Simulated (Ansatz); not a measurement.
Take LiCl in the rock salt structure (space group Fm-3m, No. 225; a = 5.064 Å) as the base.

The values are results of Kohn–Sham DFT with the PBEsol functional, run in Ansatz (a first-principles code) with PAW and 420 eV plane waves, without spin-orbit coupling, not measurements.

One change was made to it. Results:

| quantity | base | after |
|---|---|---|
| width of the top valence band | 1.20 eV | 1.24 eV |
| band gap | 6.35 eV | 6.46 eV |
| electron mass | 0.46 mₑ (at Γ) | 0.46 mₑ (at Γ) |

### Question
Which of these changes matches the shifts?
A. pressure 3 GPa
B. pressure −1 GPa
C. pressure 0.7 GPa
D. pressure 7.5 GPa
E. pressure −2 GPa

### Answer
C, pressure 0.7 GPa. For comparison, the band gap in the other runs: pressure −2 GPa gives 5.97 eV; pressure 7.5 GPa gives 6.69 eV; pressure −1 GPa gives 6.17 eV; pressure 3 GPa gives 6.63 eV.

Load acts through the strain it causes; cell and atoms are relaxed under it. Effective masses come from finite differences of ±0.01 Å⁻¹. Stability against distortions was not tested. Competing high-pressure phases were not computed.
